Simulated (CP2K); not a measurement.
A self-consistent single point of HgPt₃ (Pm-3m, 4 atoms in the cell) with CP2K.

Level of theory: LDA (Pade form), GPW, DZVP-MOLOPT-SR-GTH basis, GTH-PADE potentials (GTH_POTENTIALS) (CP2K 2026.2).

The change in words: lattice scaled by 0.98. Reference geometry:
```
HgPt3
1.0
    3.98297     0.00000     0.00000
    0.00000     3.98297     0.00000
    0.00000     0.00000     3.98297
Hg Pt
1 3
Cartesian
  0.00000   0.00000   0.00000
  0.00000   1.99149   1.99149
  1.99149   0.00000   1.99149
  1.99149   1.99149   0.00000
```

Reference input (self-consistent single point, DFT LDA (Pade form), GPW, DZVP-MOLOPT-SR-GTH basis, GTH-PADE potentials (GTH_POTENTIALS)): CUTOFF = 500 Ry; REL_CUTOFF = 40 Ry; SMEAR/METHOD = FERMI_DIRAC; ELECTRONIC_TEMPERATURE = 1578.21 K; KPOINTS/SCHEME = MONKHORST-PACK 7 7 7; XC_FUNCTIONAL = PADE; Hg/BASIS_SET = DZVP-MOLOPT-SR-GTH; Hg/POTENTIAL = GTH-PADE-q12; Pt/BASIS_SET = DZVP-MOLOPT-SR-GTH; Pt/POTENTIAL = GTH-PADE-q18; METHOD = GPW; EPS_DEFAULT = 1e-10. This run's input differs from it in these lines:

```diff
@@ -63,3 +63,3 @@
     &CELL
-      ABC 3.98297300 3.98297300 3.98297300
+      ABC 3.90331400 3.90331400 3.90331400
       ALPHA_BETA_GAMMA 90.00000000 90.00000000 90.00000000
```

The program printed (abridged):

```
 SCF WAVEFUNCTION OPTIMIZATION

  Step     Update method      Time    Convergence         Total energy    Change
     1 NoMix/Diag. 0.30E+00      -     1.80700200      -404.3640956582 -4.04E+02
     2 Broy./Diag. 0.30E+00      -     0.06022733      -405.0883799704 -7.24E-01
     3 Broy./Diag. 0.30E+00      -     0.14341520      -404.5199385856  5.68E-01
     4 Broy./Diag. 0.30E+00      -     0.01623162      -403.4444064206  1.08E+00
     5 Broy./Diag. 0.30E+00      -     0.00625469      -403.6261885180 -1.82E-01
     6 Broy./Diag. 0.30E+00      -     0.00615656      -403.6217645801  4.42E-03
   [... 4 lines left out ...]
    11 Broy./Diag. 0.30E+00      -     0.00000993      -403.5868051355 -6.30E-04
    12 Broy./Diag. 0.30E+00      -     0.00000897      -403.5866596638  1.45E-04
    13 Broy./Diag. 0.30E+00      -     0.00000134      -403.5866152249  4.44E-05
    14 Broy./Diag. 0.30E+00      -     0.00000090      -403.5866224580 -7.23E-06
  *** SCF run converged in    14 steps ***

  Overlap energy of the core charge distribution:               0.00000000311814
  Self energy of the core charge distribution:               -619.65832786708313
  Core Hamiltonian energy:                                    146.07667512466520
  Hartree energy:                                             111.03254165198672
  Exchange-correlation energy:                                -41.02970673606612
  Electronic entropic energy:                                  -0.00780463443735
  Fermi energy:                                                 0.57119508236005

  Total energy:                                              -403.58662245802782
  Total energy (extrapolated to T->0):                       -403.58272014080916

   [... lines left out ...]

 STRESS| Analytical stress tensor [bar]
 STRESS|                        x                   y                   z
 STRESS|      x       -2.82246157382E+04  -7.19499037210E-05  -7.18520650273E-05
 STRESS|      y       -7.19499037210E-05  -2.82246157384E+04  -7.17474854029E-05
 STRESS|      z       -7.18520650273E-05  -7.17474854029E-05  -2.82244159888E+04
 STRESS| 1/3 Trace                                            -2.82245491551E+04
```

The run converged in 14 iterations. Against the reference run the free energy drops by 67.8 meV/atom and the pressure goes from -19.67 to -2.82 GPa.

The starting cell comes from a database of computed structures (which also holds hypothetical and non-ambient phases and stackings), without a prior relaxation at this level. Its lattice was rescaled by a random factor within 2.5 % of one. For this run, on top of that: lattice scaled by 0.98. Spin polarisation is off. Values carry the incompleteness of an atom-centred basis.

Cost on one core of a shared machine: roughly 50 s.
